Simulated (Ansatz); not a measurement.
The cell is built on a prototype and need not be the phase stable at ambient conditions.

By r2SCAN, the system below comes out a metal.

A figure of merit of an interconnect metal is its ballistic conductance per area.

```xyz
2
Lattice="3.3126 0.0000 0.0000 0.0000 3.3126 0.0000 0.0000 0.0000 3.3126" Properties=species:S:1:pos:R:3 pbc="T T T"
Ga     0.0000     0.0000     0.0000
As     1.6563     1.6563     1.6563
```

Space group of this cell: Pm-3m, CsCl type. The cell was relaxed by PBE-D3(BJ); by r2SCAN its mean pressure is 1.7 GPa.

The current flows along the normal of the first two printed cell vectors. No spin-orbit coupling; the value is a mean over 0.1 eV about the Fermi level.

Task: Predict the ballistic conductance per area from r2SCAN run with Ansatz (a program for electronic structure).

Result: 1.4 × 10¹⁵ S/m² for both spins.
